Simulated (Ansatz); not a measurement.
The parent structure is AlRu in the CsCl type structure (space group Pm-3m, No. 221; a = 3.0048 Å; relaxed with 0.1 eV smearing).

(Cell as relaxed with PBE.)

Levels (all Ansatz, a first-principles code, PAW): PBE (420 eV, no spin-orbit coupling); r2SCAN (500 eV, without spin-orbit coupling).

Each level relaxes its own structure.

```json
[
 {"base": "volume per atom", "PBE": "13.57 Å³", "r2SCAN": "13.27 Å³"},
 {"base": "lattice parameter a", "PBE": "3.005 Å", "r2SCAN": "2.983 Å"},
 {"base": "band gap", "PBE": "zero", "r2SCAN": "zero"}
]
```

It is then changed as follows: the cell is scaled by 0.9486 in all directions; the atoms relax in the strained cell.

```tsv
quantity	PBE	r2SCAN
energy relative to the base (free energy F)	+0.244 eV/atom	[?]
pressure	45.4 GPa	[?]
```

### Question
Predict the r2SCAN column.

### Answer

- energy relative to the base (free energy F), r2SCAN: +0.259 eV/atom
- pressure, r2SCAN: 49.1 GPa

PBE's energy relative to the base lies 0.0146 eV/atom below r2SCAN's; PBE's pressure lies 3.7 GPa below r2SCAN's. Neither level is exact; r2SCAN is the comparison here, not a measurement.

No phonon test of stability was made. All final runs are without spin polarisation.
